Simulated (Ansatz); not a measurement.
Consider MgTe in the wurtzite structure (space group P6_3mc, No. 186; a = 4.6089 Å, c = 7.5001 Å).

Computed with PBE (Ansatz, a quantum-chemistry and plane-wave program, PAW, without spin-orbit coupling).

Before the change:

| Property | Value |
|---|---|
| Lattice parameter a | 4.609 Å |

One thing is altered: cell and atoms relaxed at a pressure of 9 GPa.

Problem. Predict the new lattice parameter a.

Solution. The lattice parameter a decreases by 0.270 Å, from 4.609 Å to 4.339 Å.

Load acts through the strain it causes; cell and atoms are relaxed under it. Stability against distortions was not tested. Tetrahedral semiconductors of this kind turn to denser phases somewhere between about 1 and 50 GPa; those were not computed, so compressed cells here can lie past the real transition.
